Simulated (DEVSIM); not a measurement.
System: Si p-i-n diode, at 300 K.

Layer 1 from the left is Si, thickness (μm) 0.520, Na (cm⁻³) 1.5e17, τn (s) 7e-5, τp (s) 7e-5. Layer 2 from the left is Si, thickness (μm) 1.80, Nd (cm⁻³) 6.6e13, τn (s) 7e-5, τp (s) 7e-5. Layer 3 from the left is Si, thickness (μm) 0.450, Nd (cm⁻³) 2.1e18, τn (s) 7e-5, τp (s) 7e-5.

Left contact: ohmic. Right contact: ohmic. Voltage is applied to the left contact. Recombination: SRH at mid-gap. Gap narrowing is on: ΔEg = 6.92 meV × (l + √(l² + 0.5)), l = ln(N/1.3e17 cm⁻³), shared equally by both band edges. Mobility is μmin + (μ − μmin)/(1 + (N/Nref)^α).

Constants are typed, rounded textbook-type inputs, not results; the design itself was drawn at random and stands for no fabricated device. Values at 300 K.

Si: gap (eV) 1.124, affinity (eV) 4.05, permittivity 11.7, Nc (cm⁻³) 2.86e19, Nv (cm⁻³) 3.1e19, μn (cm²/Vs) 1417, μp (cm²/Vs) 470, μn,min 52, μp,min 45, Nref,n 9.7e16, Nref,p 2.2e17, αn 0.68, αp 0.72.

Simulated with DEVSIM: 1D drift-diffusion, Boltzmann statistics, complete ionisation; no tunnelling, impact ionisation, image-force lowering or self-heating.

**Question.** What does the simulation give for the potential step across the device at zero bias, the dark forward voltage at 100 A/cm², the dark forward voltage at 1 A/cm²?

**Answer.** potential step across the device at zero bias 0.896 V; dark forward voltage at 100 A/cm² 0.736 V; dark forward voltage at 1 A/cm² 0.612 V.
